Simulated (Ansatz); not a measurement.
Data:

```xyz
6
Lattice="3.4262 0.0000 -0.0042 0.0000 3.3978 0.0000 -1.7048 0.0000 5.6439" Properties=species:S:1:pos:R:3 pbc="T T T"
Na     0.8638     0.8494     4.6469
Na     0.8577     2.5483     0.9927
H      2.5734     0.8494     2.2920
H     -0.8519     2.5483     3.3476
O     -0.8495     2.5483     4.3215
O      2.5709     0.8494     1.3182
```

No spin polarisation.

All numbers come from plane-wave PAW DFT at the PBEsol level (Ansatz, a quantum-chemistry and plane-wave program, 420 eV), no SOC. k-mesh 10×10×6 (Γ-centred); smearing 0.05 eV (Fermi–Dirac).

Predict the valence-band top at Γ, gap character and band gap.

The valence-band top at Γ (three highest levels, from the VBM) is 0.00, -0.21, -0.22 eV and the gap character is direct at Γ. The band gap comes out as 2.82 eV.

Load acts through the strain it causes; cell and atoms are relaxed under it. Whether these cells are dynamically stable was not tested. The cell was made from NaOH (space group P2_1/m, No. 11; layered, stacked along the Cartesian z axis) by this change: pressure −1 GPa. No dispersion term is included in the PBEsol runs.
